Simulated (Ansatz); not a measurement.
How far to go with the k-point mesh at a smearing width of 0.02 eV: LuP (I4mm, 2 atoms in the cell)

```
LuP
1.0
    0.00000     2.74805     2.74805
    2.74805     0.00000     2.74805
    2.74805     2.74805     0.00000
Lu P
1 1
Direct
  0.00910   0.00910   0.99090
  0.50000   0.50000   0.50000
```

Method: LDA (PW92), default PAW files made with PBE (plane waves; Ansatz, a quantum-chemistry and plane-wave program).

Base settings: basis.ecutwfc = 30.9 Ry; kpoints.mp_grid.grid = 10 10 10; hamiltonian.xc = lda; hamiltonian.pseudopotentials = {kind: paw} (the program's default PAW files); scf.occupations.method = fermi_dirac; scf.occupations.width = 0.0073 Ry.

In this ladder: scf.occupations.width = 0.0015 Ry.

Only quantities that move along the ladder and can be compared are tabulated.

The count of work is k-points × plane waves × bands × iterations; it is no time. 

The starting cell comes from a database of computed structures (which also holds hypothetical and non-ambient phases and stackings), without a prior relaxation at this level. Its lattice was rescaled by up to half a per cent. One atom was moved a little off its site on purpose. In the base run, with a pressure of about -5 GPa the cell is away from its equilibrium volume at this level. Ansatz's pressure includes its estimate of the finite-basis (Pulay) stress. The run gives no clean gap (levels at the Fermi energy touch, overlap or are partly filled at this smearing), which alone does not show that the compound is a metal.

Steps (kpoints.mp_grid.grid): 4 4 4; 5 5 5; 6 6 6; 8 8 8; 9 9 9; 11 11 11; 14 14 14; 17 17 17; 20 20 20; 25 25 25.

**Question.** What is the coarsest kpoints.mp_grid.grid that holds the free energy within 2 meV/atom of the last step, with all finer ones?

**Answer.** 8 8 8, at 0.050 of the last step's count of work; the step before is off by 5.2 meV/atom.

**Question.** What is the coarsest kpoints.mp_grid.grid that holds the pressure within 0.05 GPa of the last step, with all finer ones?

**Answer.** 8 8 8, at 0.050 of the last step's count of work; the step before is off by 0.21 GPa.

**Question.** What is the coarsest kpoints.mp_grid.grid that holds the forces within 0.005 eV/Å of the last step, with all finer ones?

**Answer.** 11 11 11, at 0.11 of the last step's count of work; the step before is off by 0.007 eV/Å.

| kpoints.mp_grid.grid | free energy less the last step's (meV/atom) | pressure (GPa) | largest difference of a force vector from the last step's (eV/Å) | count of work / last |
|---|---|---|---|---|
| 4 4 4 | 23.40 | -4.79 | 0.026 | 0.011 |
| 5 5 5 | 11.24 | -5.07 | 0.048 | 0.015 |
| 6 6 6 | 5.19 | -4.94 | 0.042 | 0.025 |
| 8 8 8 | 0.40 | -5.11 | 0.006 | 0.050 |
| 9 9 9 | 0.29 | -5.14 | 0.007 | 0.063 |
| 11 11 11 | 0.38 | -5.16 | 0.001 | 0.11 |
| 14 14 14 | 0.09 | -5.12 | 0.003 | 0.21 |
| 17 17 17 | 0.09 | -5.16 | 0.000 | 0.34 |
| 20 20 20 | -0.07 | -5.16 | 0.002 | 0.54 |
| 25 25 25 | 0.00 | -5.15 | 0.000 | 1.0 |

Keys are those of Ansatz 0.2.
